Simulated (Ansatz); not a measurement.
Na(100) slab, cut from bcc Na: Na24, 6 atomic planes, area 73 Å², cell height 22.7 Å with vacuum; both faces free, started from the bulk cut, in-plane cell fixed at 1.020 times the relaxed lattice. The numbers are results of PBE (plane waves, PAW; Ansatz, a program for electronic structure), not measurements. Mean temperature 313 K, 10.0 ps sampled after 5.7 ps of Langevin dynamics; k-points: 2x2x1 mesh shifted by half a step in the plane; no spin polarisation or spin-orbit coupling. So thin a slab has no true bulk in its middle, and the cell admits only reconstructions that fit it.

| plane (from the bottom) | atoms | start height (Å) | mean height (Å) | spread of site heights (Å) | rms motion, normal (Å) | rms motion, in plane (Å) | in-plane shift from the start (Å) | coordination |
|---|---|---|---|---|---|---|---|---|
| 1 | Na4 | -5.36 | -5.56 | 0.02 | 0.35 | 0.34 | 0.04 | 7.6 |
| 2 | Na4 | -3.21 | -3.42 | 0.03 | 0.33 | 0.29 | 0.02 | 11.4 |
| 3 | Na4 | -1.07 | -1.13 | 0.01 | 0.31 | 0.28 | 0.03 | 12.1 |
| 4 | Na4 | 1.07 | 1.12 | 0.04 | 0.28 | 0.30 | 0.03 | 12.1 |
| 5 | Na4 | 3.21 | 3.42 | 0.02 | 0.35 | 0.31 | 0.03 | 11.4 |
| 6 | Na4 | 5.36 | 5.57 | 0.03 | 0.34 | 0.39 | 0.04 | 7.4 |

outer plane spacing: 2.15 Å against 2.14 Å at the start (+0 %)
normal motion of the outer planes over that of the middle: 1.2
in-plane diffusion: none seen within 10.0 ps
coordination in the top plane: 6-fold 15 %, 7-fold 32 %, 8-fold 40 %, 9-fold 10 %
mean vibrational (phonon) frequency: 2.2 THz

A denser in-plane k-mesh moves the forces of one frame by 0.03 eV/Å rms. Bonds are counted up to Na-Na 4.64 Å; heights count from the centre of mass.
